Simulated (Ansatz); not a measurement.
Defect: Au-vacancy pair (Au on one host Ru site, one Ru site vacant) in hcp Ru, neutral cell. Calculation: PBE, PAW (plane waves to 420 eV; Ansatz, a quantum-chemistry and plane-wave program).

Settings: 36 host sites, the relaxed PBE lattice, a 2×2×2 k-point mesh shifted by half a step along c, smearing 0.10 eV, spin-restricted, no image-charge correction. Energies are static. Spin-orbit coupling is left out. Forms of the defect that were not tried may lie lower.

Barriers: single points on a 4×4×4 k-point mesh shifted by half a step along c at the bands' geometries.

A. direct exchange of Au with the vacancy (Au-vacancy distance between ideal sites 2.66 Å throughout); the atom moves 2.45 Å along (-0.62, -0.31, 0.46) of the unit cell; the moving atom starts with neighbours 2 Ru at 2.68, 2 Ru at 2.72, Ru at 2.73, 2 Ru at 2.76, 2 Ru at 2.79, 2 Ru at 2.81 Å and ends with 2 Ru at 2.68, 2 Ru at 2.72, Ru at 2.73, 2 Ru at 2.76, 2 Ru at 2.79, 2 Ru at 2.81 Å; saddle order not checked, on a symmetry element.
B. direct exchange of Au with the vacancy (Au-vacancy distance between ideal sites 2.72 Å throughout); the atom moves 2.54 Å along (-0.93, 0.00, 0.00) of the unit cell; the moving atom starts with neighbours 2 Ru at 2.69, 2 Ru at 2.71, 3 Ru at 2.74, Ru at 2.76, Ru at 2.79, Ru at 2.80, Ru at 2.87 Å and ends with 2 Ru at 2.69, 2 Ru at 2.71, 3 Ru at 2.74, Ru at 2.76, Ru at 2.79, Ru at 2.80, Ru at 2.87 Å; the start lies 0.15 eV above the lowest site run; saddle order not checked, on a symmetry element.

A band can be held on a symmetry element, so unchecked saddle points there may be too high.

Question: Order them by forward barrier (lowest first) at the level PBE, PAW.

Answer: B (1.41 eV), A (1.55 eV)
